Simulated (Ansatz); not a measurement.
The parent structure is Sr in the fcc (Cu type) structure (space group Fm-3m, No. 225).

```yaml
crystal:
  lattice:
    - [0.00000, 2.96126, 2.96126]
    - [2.96126, 0.00000, 2.96126]
    - [2.96126, 2.96126, 0.00000]
  atoms:
    - { symbol: Sr, position: [0.00000, 0.00000, 0.00000] }
```

Cartesian axes are those of the cell as printed.

Level of theory: Kohn–Sham DFT with the PBEsol functional, run in Ansatz (a program for electronic structure) with PAW and 420 eV plane waves, without spin-orbit coupling.

For the base:

The shortest interatomic distance is 7.914 bohr.

Perturbation: biaxial strain +2.50 %, plane normal [001], relaxed out of plane (Cartesian); in-plane vectors clamped, the third vector and the atoms free.

Problem. What happens to the shortest interatomic distance and energy relative to the base?

Solution. The shortest interatomic distance shrinks by 0.0504 bohr (7.914 bohr → 7.863 bohr); the energy grows by 1.9 meV/atom.

Stability against distortions was not tested.
